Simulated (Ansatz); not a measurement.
The parent structure is SiO2 (space group P3_221, No. 154; a = 4.866 Å, c = 5.365 Å). Axes: x lies along a and z along c of the hexagonal cell.

Computed with Ansatz (a program for electronic structure), LDA, PAW, cutoff 420 eV, no spin-orbit coupling.

Strains are applied to the cell and any free atomic positions relax; under biaxial strain the out-of-plane vector relaxes too.

One change was made to it. Results:

The pressure (mean of the normal stresses, compression positive) goes from zero to 1.92 GPa; the shortest interatomic distance hardly moves (3.039 bohr against 3.035 bohr).

### Question
What was done to the base?
A. biaxial strain −3.00 %, plane normal [001], relaxed out of plane
B. biaxial strain −1.50 %, plane normal [001], relaxed out of plane
C. biaxial strain −0.75 %, plane normal [001], relaxed out of plane

### Answer
A, biaxial strain −3.00 %, plane normal [001], relaxed out of plane. For comparison, the pressure in the other runs: biaxial strain −1.50 %, plane normal [001], relaxed out of plane gives 0.90 GPa; biaxial strain −0.75 %, plane normal [001], relaxed out of plane gives 0.43 GPa.

Stability against distortions was not tested.
